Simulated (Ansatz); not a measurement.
For TiAl (model structure, from the CuPt type, R-3m, No. 166), PBEsol in Ansatz (PAW) gives:

| Quantity | Result |
|---|---|
| lattice parameter a | 2.855 Å |
| lattice parameter c | 13.891 Å |
| enthalpy of formation | -0.187 eV/atom |

Problem. What does r²SCAN (PAW; Ansatz, a program for electronic structure) give for the same quantities?

Solution. 
- lattice constant a: 2.875 Å (increases by 0.7 %)
- lattice parameter c: 13.940 Å (goes up by 0.4 %)
- formation enthalpy: -0.201 eV/atom (moves by -0.014 eV/atom)

Changes are worked out from the printed values.

Unless a cell is named, each level is at its own relaxed cell (PBEsol 16.34, r²SCAN 16.63 Å³/atom).

Ansatz's density-functional and Hartree–Fock values are scalar-relativistic unless marked +SOC, with PAW data made under PBE.

A model structure was made by putting elements into a prototype or built by hand; it is no filed structure, need not be a known phase, and can be a saddle point held by its symmetry.
